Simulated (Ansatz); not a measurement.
A computed series for Ag: response to strain

Start from Ag in the fcc (Cu type) structure (space group Fm-3m, No. 225; a = 4.104 Å; relaxed with 0.1 eV smearing). Axes: x, y, z lie along the cube axes.

Strains are applied to the cell and any free atomic positions relax; under biaxial strain the out-of-plane vector relaxes too.

Computed with DFT with r2SCAN, PAW potentials and a 500 eV plane-wave cutoff in Ansatz (a quantum-chemistry and plane-wave program), without spin-orbit coupling.

Notes on the quantities. energy relative to the base: free energy F; in-plane stress: mean in-plane stress (compression positive).

| case | energy relative to the base | in-plane stress | out-of-plane strain |
|---|---|---|---|
| base | 0 meV/atom | – | – |
| biaxial strain −2.50 %, plane normal [111], relaxed out of plane | +13 meV/atom | +5.3 GPa | +2.23 % |
| biaxial strain −2.08 %, plane normal [111], relaxed out of plane | +9.1 meV/atom | +4.3 GPa | +1.85 % |
| biaxial strain −1.67 %, plane normal [111], relaxed out of plane | +5.7 meV/atom | +3.3 GPa | +1.48 % |
| biaxial strain −1.25 %, plane normal [111], relaxed out of plane | +3.1 meV/atom | +2.4 GPa | +1.11 % |
| biaxial strain −0.83 %, plane normal [111], relaxed out of plane | +1.3 meV/atom | +1.5 GPa | +0.74 % |
| biaxial strain −0.42 %, plane normal [111], relaxed out of plane | +0.3 meV/atom | +0.8 GPa | +0.37 % |

No phonon test of stability was made.
